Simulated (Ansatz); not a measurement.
CH3 on the 1x1 (110) surface of bcc W, one in a 2x2 cell, started at the site 'bridge W-W (span 3.2 Å)'

Computed with r2SCAN, at the PBE geometry (plane waves to 500 eV, PAW; Ansatz, a program for electronic structure).

Set-up: 20 atoms, 6.6 Å thick at the start under the adsorbate (thin: gaps and levels are the slab's own); mesh 6x6x1; 0.1 eV smearing; dipole correction on; single point; no symmetry held, on the structure that PBE left; no spin, no spin-orbit, no U, no dispersion correction. At the end it is bonded to 3 W. In PBE it is, or lies within 0.03 eV of, the lowest of the starts that converged; the order may differ at this level.

| Property | Result |
|---|---|
| adsorption energy against CH4(g) − ½ H2(g) at the same level | -0.18 eV |
| work function of the top face | 3.71 eV |
| change of the work function | -1.18 eV |
| change of the step from the bottom to the top vacuum level, against the clean slab | -1.18 eV |
| height of the binding atom over the mean of the host atoms within 0.3 Å of the top one | 1.712 Å |
| nearest host atoms of the binding atom | W at 2.28 Å, W at 2.45 Å, W at 2.45 Å |
| note | in the relaxation the adsorbate left its starting site by 0.8 Å |
| cost | around 5 core-minutes (rough) |

A negative adsorption energy means that the adsorbate is more stable on the surface than in its reference.
